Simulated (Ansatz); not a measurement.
**A computed series for SiC: response to strain**

Base system: SiC (space group P6_3mc, No. 186; a = 3.0585 Å, c = 10.0120 Å).

Strains are applied to the cell and any free atomic positions relax.

Computed with LDA (Ansatz, a quantum-chemistry and plane-wave program, PAW, spin-orbit coupling left out).

Notes on the quantities. pressure: mean of the normal stresses, compression positive; energy relative to the base: free energy F.

```tsv
case	band gap	pressure	width of the top valence band	volume per atom	energy relative to the base
base	2.18 eV	0.0 kbar	2.48 eV	10.14 Å³	0 meV/atom
isotropic strain −3.00 %	(withheld)	(withheld)	(withheld)	9.25 Å³	(withheld)
isotropic strain −2.25 %	2.19 eV	179.1 kbar	2.59 eV	9.47 Å³	+35 meV/atom
isotropic strain −1.50 %	2.19 eV	113.8 kbar	2.55 eV	9.69 Å³	+15 meV/atom
```

What belongs in the blanks?


- isotropic strain −3.00 %, band gap: 2.20 eV
- isotropic strain −3.00 %, pressure: 250.5 kbar
- isotropic strain −3.00 %, width of the top valence band: 2.62 eV
- isotropic strain −3.00 %, energy relative to the base: +64 meV/atom

Stability against distortions was not tested.
